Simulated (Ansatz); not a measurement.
LiBaF3 (Pm-3m), PBEsol, rigid bands (Ansatz, an electronic-structure program): N_c = 2.38e19 cm⁻³ at 300 K and an electron conductivity mass of 0.597 mₑ.

Problem. For 1e17 electrons per cm³ at 300 K, place the Fermi level, estimate the Seebeck coefficient of a parabolic band with constant τ, and give mobility and conductivity for τ = 20 fs.

Solution. The level lies k_BT ln(N_c/n) = 0.141 eV below the conduction-band minimum. S ≈ −(k_B/e)[ln(N_c/n) + 5/2] = -687 μV/K, against -683 μV/K from the full bands (mean over directions). μ = eτ/m = 58.9 cm²/(V·s) and σ = neμ = 0.944 S/cm. τ is assumed, not computed.

Band transport and this doping are assumed; polarons and phonon drag are left out. Spin-orbit coupling is left out.

Computed structure with no diffraction record at hand here (it may be known, metastable or hypothetical): LiBaF3 (Pm-3m).
